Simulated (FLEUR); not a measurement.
Input and output of a self-consistent single point for the (001) slab of TiTe2 (cut from a parent of space group no. 164; 3 atoms in the cell) (FLEUR).

Method of the run: LDA (Vosko-Wilk-Nusair), all-electron FLAPW (FLEUR, film geometry), scalar-relativistic valence run with FLEUR.

```
TiTe2
1.0
    3.83568     0.00000     0.00000
   -1.91784     3.32180     0.00000
    0.00000     0.00000    17.37149
Ti Te
1 2
Cartesian
  0.00000   0.00000   8.68570
  1.91784   1.10727   7.00000
  0.00000   2.21453  10.37149
```

Reference input (self-consistent single point, DFT, LDA (Vosko-Wilk-Nusair), all-electron FLAPW (FLEUR, film geometry), scalar-relativistic valence): Kmax = 4.2 1/bohr; GmaxXC = 12.6 1/bohr; xcFunctional = vwn; jspins = 1; l_soc = F; mode = hist; fermiSmearingEnergy = 0.00367493 Htr; mesh (inpgen div1-3) = 5 5 1; inpgen gamma flag = false; Gmax = 12.6 1/bohr; numbands = 0; maxIterBroyd = 15. This run's input differs from it in these lines:

```diff
@@ -25,3 +25,3 @@
    <calculationSetup>
-      <cutoffs Kmax="4.2" Gmax="12.6" GmaxXC="12.6" numbands="0"/>
+      <cutoffs Kmax="3.25" Gmax="9.8" GmaxXC="9.8" numbands="0"/>
       <scfLoop itmax="60" minDistance="0.00001" maxIterBroyd="15" imix="Anderson" alpha="0.05" precondParam="0.8" spinf="2.0"/>
```

Output (repeated stretches shortened):

```
 Iteration:     1   Distance:       6.23421633 me/bohr^3
 Iteration:     2   Distance:       5.89649180 me/bohr^3
 Iteration:     3   Distance:       1.58224774 me/bohr^3
 Iteration:     4   Distance:       0.71480430 me/bohr^3
 Iteration:     5   Distance:       0.55959926 me/bohr^3
   [... 23 lines left out ...]
 Iteration:    29   Distance:       0.00001689 me/bohr^3
 Iteration:    30   Distance:       0.00001606 me/bohr^3
 Iteration:    31   Distance:       0.00001208 me/bohr^3
 Iteration:    32   Distance:       0.00000372 me/bohr^3
 Reset of history
 Run finished successfully
 Stop message:
   Structural relaxation: new displacements generated

[file out, last iteration]
             iter=     33
[...]
          vacuum :                            -0.0168529294
 9990nmzxy=  100
 9992nmzdiff=  153
 9992nmzdiff=  153
          vacuum :                            -0.1116089834
          total density-effective poten   -2.4017300609E+04
          vacuum :                            -0.0728572571
          total charge density-energy d   -3.8137160572E+02
 Updated energy parameters for spin:           1
[...]
 fermi energy and band-weighting factors:
    0.121656    0.145727

[...]
FERMIE:
          first approx. to ef    (T=0)  :  -0.193041 htr   (energy of the highest occ. eigenvalue)
          number of occ. states  (T=0)  :        109
   [... lines left out ...]
FERHIS:  Fermi-Energy by histogram:
          bandgap                     :   0.010668 htr
          charge neutrality (T=0)     :   0.320000    (zero if the highest occ. eigenvalue is "entirely" occupied)
     EF_NEWTON:  Adjust Fermi-Energy by Newton-Method.
 Direct bandgap for spin            1 :    2.5387284107248220E-002  Htr
 ---->    free energy=                    -14434.7001002718 htr
   [... lines left out ...]
 TOTAL FORCE FOR ATOM TYPE=  1  X=  0.000   Y=  0.000   Z=  0.000
                       FX_TOT= 0.000000 FY_TOT= 0.000000 FZ_TOT= 0.000008
 TOTAL FORCE FOR ATOM TYPE=  2  X= -3.624   Y=  2.092   Z= -3.186
                       FX_TOT= 0.000000 FY_TOT= 0.000000 FZ_TOT= 0.008410
 TOTAL FORCE FOR ATOM TYPE=  3  X=  3.624   Y= -2.092   Z=  3.186
                       FX_TOT= 0.000000 FY_TOT= 0.000000 FZ_TOT=-0.008412
```

The run converged in 32 iterations. FLEUR gives forces in its relaxation mode, with a further iteration, so its stop message speaks of a relaxation. Against the reference run the free energy goes up by 159 meV/atom.

The starting cell comes from a database of computed structures (which also holds hypothetical and non-ambient phases and stackings), without a prior relaxation at this level. The slab is cut from that crystal, and its faces are unrelaxed. Its lattice was rescaled by up to half a per cent. Spin-orbit coupling is off. Spin polarisation is off, so a magnetic state, if there is one, cannot be reached. Values depend on the basis (sphere radii, cutoffs, local orbitals), which need not be converged. The log's line on a gap gives a spacing of levels on this mesh, which the program prints for metals too.

Cost on one core of a shared machine: roughly 50 s.
